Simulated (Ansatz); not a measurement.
## hcp Ru: the defect Sc on the Ru site

The numbers are results of PBE, PAW (plane waves to 420 eV; Ansatz, a first-principles code), not measurements. Details: 48-site cell; 4×4×4 shifted k-points; start: the Ru site; finite-size errors of tenths of an eV; the relaxation kept the symmetry of the starting site; flagged in the runs: a host that isn't quite at rest in this cell.

Neighbours after relaxation, in Å: of the Sc atom: Ru 2.71, Ru 2.71, Ru 2.71, Ru 2.71, Ru 2.72, Ru 2.72, Ru 2.76, Ru 2.76 (the shell may go on).

Formation energies E_f are those of the neutral cell. Chemical conditions: host crystal and elements as references (Δμ(Ru) = 0.00 eV, Δμ(Sc) = 0.00 eV; Sc taken from its element, since no compound that bounds it was computed at this level; only phases computed here count, gases as isolated molecules at 0 K). Reference phases: Ru: hcp Ru, Sc: hcp Sc.

```json
[
 {"charge": "0", "moment (μB)": "not spin-polarised", "largest move off a lattice site (Å)": "0.06", "E_f, host crystal and elements as references (eV)": "-0.09"}
]
```

Flagged in the runs: a host that isn't quite at rest in this cell.

All states together cost very roughly 23 core-minutes.
